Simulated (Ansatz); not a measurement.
Input:

End structure of Sn on the 1x1 (110) surface of bcc Ta, one in a 2x2 cell, started at the site 'bridge Ta-Ta (span 3.3 Å)':

```yaml
crystal:
  lattice:
    - [5.74873, 0.00000, 0.00000]
    - [-1.91624, 5.41995, 0.00000]
    - [0.00000, 0.00000, 26.50000]
  atoms:
    - { symbol: Ta, position: [0.25000, 0.25000, 0.37115] }
    - { symbol: Ta, position: [0.25000, 0.75000, 0.37115] }
    - { symbol: Ta, position: [0.75000, 0.25000, 0.37115] }
    - { symbol: Ta, position: [0.75000, 0.75000, 0.37115] }
    - { symbol: Ta, position: [0.00000, 0.00000, 0.45545] }
    - { symbol: Ta, position: [0.00000, 0.50000, 0.45545] }
    - { symbol: Ta, position: [0.50000, 0.00000, 0.45545] }
    - { symbol: Ta, position: [0.50000, 0.50000, 0.45545] }
    - { symbol: Ta, position: [0.25000, 0.25000, 0.54512] }
    - { symbol: Ta, position: [0.25000, 0.75000, 0.54472] }
    - { symbol: Ta, position: [0.75000, 0.25000, 0.54472] }
    - { symbol: Ta, position: [0.75000, 0.75000, 0.54338] }
    - { symbol: Ta, position: [0.98678, 0.98678, 0.62946] }
    - { symbol: Ta, position: [0.01055, 0.48945, 0.63149] }
    - { symbol: Ta, position: [0.48945, 0.01055, 0.63149] }
    - { symbol: Ta, position: [0.51322, 0.51322, 0.62946] }
    - { symbol: Sn, position: [0.25000, 0.25000, 0.71596] }
```

Model: 17-atom slab, 6.8 Å thick at the start under the adsorbate (thin: gaps and levels are the slab's own), 5x5x1 mesh, Fermi-Dirac 0.1 eV, dipole correction, 8 atoms held, the rest relaxed; symmetry of the start imposed; no spin, no spin-orbit, no U, no dispersion correction. At the end it is bonded to 4 Ta. In PBE it is, or lies within 0.03 eV of, the lowest of the starts that converged.

A negative adsorption energy means that the adsorbate is more stable on the surface than in its reference.

Q: Predict the change of the step from the bottom to the top vacuum level, against the clean slab from PBE (Ansatz, a first-principles code).

A: -0.022 eV

Q: Predict the work function of the top face from PBE.

A: 4.70 eV

Q: Estimate the change of the work function that PBE returns for this input.

A: -0.065 eV

Q: What adsorption energy against an atom of beta tin does PBE give?

A: -0.81 eV
